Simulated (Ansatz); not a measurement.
# What each level gives and costs: MgI2 (P-3m1, 3 atoms in the cell)

```xyz
3
Lattice="4.1948 0.0000 0.0000 -2.0974 3.6328 0.0000 0.0000 0.0000 7.1043" Properties=species:S:1:pos:R:3 pbc="T T T"
Mg     0.0000     0.0000     0.0000
I      0.0000     2.4219     1.6630
I      2.0974     1.2109     5.4413
```

Program: Ansatz (a quantum-chemistry and plane-wave program), default PAW files made with PBE; each row names its functional.

Base settings: basis.ecutwfc = 420 eV; kpoints.mp_grid.grid = 5 5 3; hamiltonian.xc = pbe0; hamiltonian.pseudopotentials = {kind: paw} (the program's default PAW files); scf.occupations.method = fixed.

Differences are taken from PBE0, a reference of convenience: it is no measurement, and no ranking of the functionals follows.

Core times come from one kind of shared machine and are given to one figure; runs under 30 s give none.

The starting cell comes from a database of computed structures (which also holds hypothetical and non-ambient phases and stackings), without a prior relaxation at this level. Its lattice was rescaled by a random factor within 2.5 % of one. Spin-orbit coupling is off. Ansatz's pressure includes its estimate of the finite-basis (Pulay) stress. Another mesh or the band path of this cell gives a smaller gap, so this value is not converged in the mesh.

| level | gap on the mesh less reference (eV) | pressure less reference (GPa) | largest difference in the force on any atom (eV/Å) | core time / reference (rough) |
|---|---|---|---|---|
| PBE | -1.679 | 0.68 | 0.112 | – |
| HSE06 | -0.709 | 0.00 | 0.006 | 0.7 |
| PBE0 | 0.000 | 0.00 | 0.000 | 1 |

Keys are those of Ansatz 0.2.
